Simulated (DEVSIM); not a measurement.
Structure: Ni/SiO2/p-Ge capacitor, at 250 K.

```
layer (left to right)  material  thickness (nm)  Na (cm⁻³)
---------------------  --------  --------------  ---------
1                          SiO2            18.0          -
2                            Ge           13000       2e15
```

Metal gate on the left, work function 5.1 eV. Fixed charge at the semiconductor interface 1.6e10 cm⁻² (in units of +e); no interface traps.

Constants are typed, rounded textbook-type inputs, not results; the design itself was drawn at random and stands for no fabricated device. Values at 300 K; Nc and Nv go as T^1.5, mobilities as T to minus their exponent, the gap by Varshni's rule with the affinity fixed.

```
parameter         SiO2        Ge
----------------  ----  --------
gap (eV)             9     0.664
affinity (eV)      0.9         4
permittivity       3.9        16
Nc (cm⁻³)            -   1.04e19
Nv (cm⁻³)            -      6e18
Varshni α (eV/K)     -  0.000477
Varshni β (K)        -       235
```

Model (solved in DEVSIM): 1D Poisson equation in equilibrium, Boltzmann statistics, complete ionisation; no quantum confinement or tunnelling. Metal contacts follow the ideal Schottky-Mott rule: no Fermi-level pinning, no interface dipoles.

The substrate doping was swept, all else fixed.

```tsv
substrate doping (cm^-3)	flat-band voltage (V)	threshold voltage (band bending 2φF) (V)	minimum of the low-frequency capacitance (μF/cm²)
1e14	0.64	0.86	0.00944
2e14	0.62	0.88	0.0122
4e14	0.61	0.91	0.0152
1e15	0.59	0.95	0.0214
2e15	0.57	1.00	0.0273
4e15	0.56	1.06	0.0348
```

From the first row to the last the flat-band voltage goes from 0.64 to 0.56. From the first row to the last the threshold voltage (band bending 2φF) goes from 0.86 to 1.06.
